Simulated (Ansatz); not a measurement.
## SiO2: pressure 7 GPa

Consider SiO2 in the rutile structure (space group P4_2/mnm, No. 136; a = 4.185 Å, c = 2.669 Å).

The change: cell and atoms relaxed at a pressure of 7 GPa.

Method: Kohn–Sham DFT with the r2SCAN functional, run in Ansatz (a quantum-chemistry and plane-wave program) with PAW and 500 eV plane waves, no SOC. Γ-centred 8×8×12 mesh, Fermi–Dirac width 0.05 eV.

```tsv
quantity	base	changed	shift
volume per atom	7.79 Å³	7.62 Å³	-0.17 Å³
density	4.27 g/cm³	4.36 g/cm³	+0.09 g/cm³
lattice parameter a	4.185 Å	4.149 Å	-0.036 Å
c/a ratio	0.638	0.640	+0.0028
shortest interatomic distance	1.760 Å	1.752 Å	-0.008 Å
enthalpy H = E + PV relative to the base's energy	–	+0.34 eV/atom	–
band gap	6.51 eV	6.87 eV	+0.36 eV
gap character	direct at Γ	direct at Γ	–
mean gap deformation potential ΔEg/Δln V	–	-16.4 eV	–
width of the top valence band	2.71 eV	2.78 eV	+0.07 eV
electron mass	0.38 mₑ along c, 0.48 mₑ across (at Γ)	0.39 mₑ along c, 0.50 mₑ across (at Γ)	–
hole mass	1.7 mₑ along c, 1.1 mₑ across (at Γ)	1.6 mₑ along c, 1.1 mₑ across (at Γ)	–
valence-band top at Γ (three highest levels, from the VBM)	0.00, -0.88, -0.88 eV	0.00, -0.90, -0.90 eV	–
```

Final structure:

```yaml
crystal:
  lattice:
    - [4.14876, 0.00000, 0.00000]
    - [0.00000, 4.14876, 0.00000]
    - [0.00000, 0.00000, 2.65716]
  atoms:
    - { symbol: Si, position: [0.00000, 0.00000, 0.00000] }
    - { symbol: Si, position: [0.50000, 0.50000, 0.50000] }
    - { symbol: O, position: [0.30523, 0.30523, 0.00000] }
    - { symbol: O, position: [0.80523, 0.19477, 0.50000] }
    - { symbol: O, position: [0.19477, 0.80523, 0.50000] }
    - { symbol: O, position: [0.69477, 0.69477, 0.00000] }
```

Load acts through the strain it causes; cell and atoms are relaxed under it. Masses are band curvatures over ±0.01 Å⁻¹ around the edge. Whether these cells are dynamically stable was not tested. Competing high-pressure phases were not computed.
